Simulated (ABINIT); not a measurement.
ABINIT is run on GaPt3 (Pm-3m, 4 atoms in the cell), and the run fails. The aim is a self-consistent single point with DFT, LDA (PW92), plane waves, PAW (JTH v2.0 LDA PAW).

Cell that was meant: a = 4.0002 Å, b = 4.0002 Å, c = 4.0002 Å, α = 90.00°, β = 90.00°, γ = 90.00°.

Part of the input:

```
# GaPt3, JTH v2.0 LDA PAW
acell 4.0001980000 4.0001980000 4.0001980000 Angstrom
rprim
         1.0000000000    0.0000000000    0.0000000000
         0.0000000000    1.0000000000    0.0000000000
```

Log, with long lists cut:

```
           HAVE_FC_CPUTIME              HAVE_FC_EXIT             HAVE_FC_FLUSH

             HAVE_FC_GAMMA            HAVE_FC_GETENV   HAVE_FC_IEEE_ARITHMETIC

   HAVE_FC_IEEE_EXCEPTIONS          HAVE_FC_INT_QUAD             HAVE_FC_IOMSG

     HAVE_FC_ISO_C_BINDING  HAVE_FC_ISO_FORTRAN_2008        HAVE_FC_LONG_LINES

        HAVE_FC_MOVE_ALLOC  HAVE_FC_ON_THE_FLY_SHAPE           HAVE_FC_PRIVATE

         HAVE_FC_PROTECTED           HAVE_FC_SHIFTLR         HAVE_FC_STREAM_IO

            HAVE_FC_SYSTEM                HAVE_FFTW3          HAVE_FORTRAN2003

                 HAVE_HDF5             HAVE_HDF5_MPI        HAVE_LIBPAW_ABINIT

      HAVE_LIBTETRA_ABINIT                HAVE_LIBXC                  HAVE_MPI

                 HAVE_MPI2         HAVE_MPI2_INPLACE       HAVE_MPI_IALLGATHER

       HAVE_MPI_IALLREDUCE        HAVE_MPI_IALLTOALL       HAVE_MPI_IALLTOALLV

           HAVE_MPI_IBCAST         HAVE_MPI_IGATHERV        HAVE_MPI_INTEGER16

               HAVE_MPI_IO HAVE_MPI_TYPE_CREATE_S...               HAVE_NETCDF

       HAVE_NETCDF_FORTRAN   HAVE_NETCDF_FORTRAN_MPI           HAVE_NETCDF_MPI

             HAVE_OS_LINUX         HAVE_TIMER_ABINIT
 ++++++++++++++++++++++++++++++++++++++++++++++++++++++++++++++++++++++++++++++

 Netcdf library supports MPI-IO
-instrng: 30 lines of input have been read from file run.abi

--- !ERROR
src_file: m_common.F90
src_line: 1843
mpi_rank: 0
message: |
    `pseudos` variable must be specified in input when the code is invoked with the `abinit t01.in` syntax
...

 abinit_abort: decision taken to exit. Check above messages for more info
Abort(13) on node 0 (rank 0 in comm 0): application called MPI_Abort(MPI_COMM_WORLD, 13) - process 0

--- !ERROR
src_file: m_common.F90
src_line: 1843
mpi_rank: 0
message: |
    `pseudos` variable must be specified in input when the code is invoked with the `abinit t01.in` syntax
...
```

Question: Read the log: what does the program object to, and what is the fix?

Answer: The fault is no pseudopotentials named. Every species needs a potential file. To fix it, name the files. The program stopped before any SCF iteration.

The sound input it was made from differs as follows (other fixes are possible):
```diff
+pp_dirpath "./"
+pseudos "Ga.LDA_PW-JTH.xml, Pt.LDA_PW-JTH.xml"
```

With that input, the run converged in 18 iterations: free energy E − TS -4378.86 eV; Fermi level (on the code's own zero) 7.80 eV; pressure -20.80 GPa (DFT, LDA (PW92), plane waves, PAW (JTH v2.0 LDA PAW)).

On the sound input: the starting cell comes from a database of computed structures (which also holds hypothetical and non-ambient phases and stackings), without a prior relaxation at this level. Its lattice was rescaled by a random factor within 2.5 % of one. Spin polarisation is off. With a pressure of about -21 GPa the cell is away from its equilibrium volume at this level.
